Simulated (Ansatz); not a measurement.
The structure below was relaxed with r2SCAN+rVV10 (Ansatz, an electronic-structure program), spin-orbit coupling left out, at pressure 1.5 GPa.

Space group P6₃/mmc (No. 194); a = b = 2.497 Å, c = 6.312 Å, α = β = 90.00°, γ = 120.00°

```tsv
atom	site	symmetry	x	y	z
B	2c	-6m2	0.3333	0.6667	0.2500
N	2d	-6m2	0.6667	0.3333	0.2500
```

Problem. Write out a cell with all atoms.

Solution. 
```xyz
4
Lattice="2.4975 0.0000 0.0000 -1.2487 2.1629 0.0000 0.0000 0.0000 6.3117" Properties=species:S:1:pos:R:3 pbc="T T T"
B      0.0000     1.4419     1.5779
B      1.2487     0.7210     4.7338
N      0.0000     1.4419     4.7338
N      1.2487     0.7210     1.5779
```
This is the conventional cell.

Load acts through the strain it causes; cell and atoms are relaxed under it. Whether these cells are dynamically stable was not tested. The cell was made from BN in the h-BN type structure (space group P6_3/mmc, No. 194; layered, stacked along the Cartesian z axis) by this change: pressure 1.5 GPa.
